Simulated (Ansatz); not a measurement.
Band structure of CrMo3 (R3m, 4 atoms in the cell).

```
CELL_PARAMETERS angstrom
      1.43431     0.82810     8.06022
     -1.43431     0.82810     8.06022
      0.00000    -1.65620     8.06022
ATOMIC_POSITIONS crystal
  Cr 0.87645 0.87645 0.87645
  Mo 0.13105 0.13105 0.13105
  Mo 0.70676 0.70676 0.70676
  Mo 0.28574 0.28574 0.28574
```

Method: PBEsol, PAW files made with PBE (plane waves; Ansatz, a first-principles code).

Settings: basis.ecutwfc = 420 eV; kpoints.mp_grid.grid = 8 8 8; hamiltonian.xc = pbesol; hamiltonian.pseudopotentials = {kind: paw} (the program's default PAW files); scf.occupations.method = fermi_dirac; scf.occupations.width = 0.1 eV; kpoints.band_path.path = [[0.0, 0.0, 0.0], [0.5, 0.0, 0.0], [0.5, 0.17370356, -0.17370356]]; kpoints.band_path.npoints = 8.

The starting cell comes from a database of computed structures (which also holds hypothetical and non-ambient phases and stackings), without a prior relaxation at this level. Its lattice was rescaled by a random factor within 2.5 % of one. Spin polarisation is off.

Levels in eV from the Fermi level, bands 25 to 32:
```tsv
point	25	26	27	28	29	30	31	32
Γ	-0.97	-0.97	-0.86	-0.86	-0.83	-0.53	0.77	1.00
L	-1.11	-0.72	-0.42	0.33	1.38	1.77	2.63	2.71
B1	-1.41	-1.22	-1.05	-0.64	0.85	1.02	1.57	2.15
```

Bands cross the Fermi level along this path, so the cell is metallic at this level.

Keys are those of Ansatz 0.2.
